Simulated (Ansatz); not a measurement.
# One base run on Cs2AgBiBr6 (Fm-3m, 10 atoms in the cell) and variants with one or two settings moved

```yaml
crystal:
  lattice:
    - [0.00000, 5.68728, 5.68728]
    - [5.68728, 0.00000, 5.68728]
    - [5.68728, 5.68728, 0.00000]
  atoms:
    - { symbol: Cs, position: [0.75000, 0.75000, 0.75000] }
    - { symbol: Cs, position: [0.25000, 0.25000, 0.25000] }
    - { symbol: Ag, position: [0.50000, 0.50000, 0.50000] }
    - { symbol: Bi, position: [0.00000, 0.00000, 0.00000] }
    - { symbol: Br, position: [0.74919, 0.25081, 0.25081] }
    - { symbol: Br, position: [0.25081, 0.74919, 0.74919] }
    - { symbol: Br, position: [0.25081, 0.74919, 0.25081] }
    - { symbol: Br, position: [0.74919, 0.25081, 0.74919] }
    - { symbol: Br, position: [0.25081, 0.25081, 0.74919] }
    - { symbol: Br, position: [0.74919, 0.74919, 0.25081] }
```

Base run A: HSE06, PAW files made with PBE (Ansatz, a first-principles code), self-consistent single point.

Its settings: basis.ecutwfc = 30.9 Ry; kpoints.mp_grid.grid = 2 2 2; hamiltonian.xc = hse06; hamiltonian.pseudopotentials = {kind: paw} (the program's default PAW files); scf.occupations.method = gaussian; scf.occupations.width = 0.0015 Ry.

The starting cell comes from a database of computed structures (which also holds hypothetical and non-ambient phases and stackings), without a prior relaxation at this level. Its lattice was rescaled by a random factor within 2.5 % of one. Spin-orbit coupling is off. Ansatz's pressure includes its estimate of the finite-basis (Pulay) stress.

ΔF is the free energy per atom less that of run A. A dash stands where there is no value to compare (another energy zero or no entropy term, no result, no spin, no clean gap, or a mesh too coarse for one). Total energies depend on the potentials, the functional and any Hubbard or dispersion term, so they are compared only between runs that share all of them.

Runs D, E sample the zone with one or two k-points, far too few for so small a cell.

Run A gave: pressure (GPa) 0.38; largest force (eV/Å) 0.103; gap on the mesh (eV) 2.188; k-points 3.

Runs:
- B: hamiltonian.xc: hse06 → pbe [PBE]
- C: hamiltonian.xc: hse06 → pbe0 [PBE0]
- D: kpoints.mp_grid.grid: 2 2 2 → 1 1 1
- E: kpoints.mp_grid.grid: 2 2 2 → 1 1 1; kpoints.mp_grid.shift: default → 0.5 0.5 0.5
- F: scf.convergence.dr2_threshold: default (1e-07 eV) → 1e-05 eV
- G: scf.mixing.preconditioner: default (the program chose none) → kerker; scf.mixing.q_tf: default → 0.2
- H: scf.mixing.algorithm: default (the program chose MSR1) → anderson
- I: scf.exx.singularity: default → gygi_baldereschi

Task: What does run E change against A?

Result: The free energy falls by 46.3 meV/atom, the pressure goes from 0.38 to -0.23 GPa, the largest force goes from 0.103 to 0.381 eV/Å and the gap on the mesh goes from 2.188 to 3.520 eV.

Task: What does run B change against A?

Result: The pressure goes from 0.38 to 0.95 GPa, the largest force goes from 0.103 to 0.073 eV/Å and the gap on the mesh goes from 2.188 to 1.280 eV.

Task: What does run D change against A?

Result: The free energy rises by 266 meV/atom, the pressure goes from 0.38 to 3.33 GPa, the largest force goes from 0.103 to 0.726 eV/Å and the gap on the mesh goes from 2.188 to 3.929 eV.

```json
[
 {"run": "A", "ΔF (meV/atom)": "0.00", "pressure (GPa)": "0.38", "largest force (eV/Å)": "0.103", "gap on the mesh (eV)": "2.188", "k-points": "3"},
 {"run": "B", "ΔF (meV/atom)": "–", "pressure (GPa)": "0.95", "largest force (eV/Å)": "0.073", "gap on the mesh (eV)": "1.280", "k-points": "3"},
 {"run": "C", "ΔF (meV/atom)": "–", "pressure (GPa)": "0.34", "largest force (eV/Å)": "0.105", "gap on the mesh (eV)": "2.855", "k-points": "3"},
 {"run": "D", "ΔF (meV/atom)": "265.5", "pressure (GPa)": "3.33", "largest force (eV/Å)": "0.726", "gap on the mesh (eV)": "3.929", "k-points": "1"},
 {"run": "E", "ΔF (meV/atom)": "-46.3", "pressure (GPa)": "-0.23", "largest force (eV/Å)": "0.381", "gap on the mesh (eV)": "3.520", "k-points": "1"},
 {"run": "F", "ΔF (meV/atom)": "0.00", "pressure (GPa)": "0.38", "largest force (eV/Å)": "0.103", "gap on the mesh (eV)": "2.188", "k-points": "3"},
 {"run": "G", "ΔF (meV/atom)": "0.00", "pressure (GPa)": "0.38", "largest force (eV/Å)": "0.103", "gap on the mesh (eV)": "2.188", "k-points": "3"},
 {"run": "H", "ΔF (meV/atom)": "0.00", "pressure (GPa)": "0.38", "largest force (eV/Å)": "0.103", "gap on the mesh (eV)": "2.188", "k-points": "3"},
 {"run": "I", "ΔF (meV/atom)": "–", "pressure (GPa)": "0.38", "largest force (eV/Å)": "0.103", "gap on the mesh (eV)": "2.188", "k-points": "3"}
]
```

Keys are those of Ansatz 0.2.
